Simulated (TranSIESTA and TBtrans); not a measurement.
System: Ga chain with one S atom inserted. Leads: straight Ga chain, spacing 2.55 Å. Geometry: 3 atoms about the centre moved by SIESTA (PBE, DZP) to a largest force of 0.01 eV/Å, all others as built, motion along the axis alone. Transport runs along z; the first 6 and the last 6 of the 19 atoms are the lead cells, repeated to infinity.

```xyz
19
Lattice="9.000 0.000 0.000 0.000 9.000 0.000 0.000 0.000 48.000" Properties=species:S:1:pos:R:3 pbc="F F T"
Ga     4.500     4.500     0.000
Ga     4.500     4.500     2.550
Ga     4.500     4.500     5.100
Ga     4.500     4.500     7.650
Ga     4.500     4.500    10.200
Ga     4.500     4.500    12.750
Ga     4.500     4.500    15.300
Ga     4.500     4.500    17.850
Ga     4.500     4.500    20.481
S      4.500     4.500    22.724
Ga     4.500     4.500    24.969
Ga     4.500     4.500    27.600
Ga     4.500     4.500    30.150
Ga     4.500     4.500    32.700
Ga     4.500     4.500    35.250
Ga     4.500     4.500    37.800
Ga     4.500     4.500    40.350
Ga     4.500     4.500    42.900
Ga     4.500     4.500    45.450
```

Run with TranSIESTA and TBtrans (open boundaries, self-consistent; PseudoDojo norm-conserving potentials, scalar-relativistic): PAO.BasisSize DZP, PAO.EnergyShift 0.15 eV, XC.Authors PBE, Mesh.Cutoff 200 Ry, ElectronicTemperature 300 K, TS.Voltage 0.0 eV, TBT.Elecs.Eta 0.001 eV, no spin polarisation.

Energies count from the leads' Fermi level. Transmissions are for one spin of a degenerate pair. The energy step is 0.01 eV; narrower resonances are cut or missed.

```csv
E (eV),T
-0.20,1.01
-0.15,1.28
-0.10,1.49
-0.05,1.62
0.00,1.69
0.05,1.72
0.10,1.73
0.15,1.72
0.20,1.70
```

### Question
Give the zero-bias conductance in μS and the resistance at 300 K.

### Answer
At the Fermi level T = 1.69. Averaged with −∂f/∂E over the full grid (kT = 25.9 meV) it is 1.67. With G0 = 2e²/h = 77.48 μS, G = 129 μS and R = 1/G = 7.75 kΩ.

### Question
Estimate the thermopower by Mott's formula S = −(π²/3)(kB²T/e) d ln T/dE from the rows at -0.05 and 0.05 eV.

### Answer
d ln T/dE = 0.599 eV⁻¹ and (π²/3) kB²T/e = 7.33 μV/K · eV, so S = -4.4 μV/K; the full integral gives -5.1 μV/K. A negative sign means that T rises with energy over the thermal window.

### Question
The eigenchannels at the Fermi level transmit 0.760, 0.466, 0.466. What Fano factor of the shot noise follows at low temperature and bias?

### Answer
F = Σ τ(1 − τ)/Σ τ = 0.680/1.69 = 0.40.

The straight chain is held at its spacing; free chains may zigzag or dimerise. No spin-polarised start was tried, so a magnetic state, if there is one, is missed.
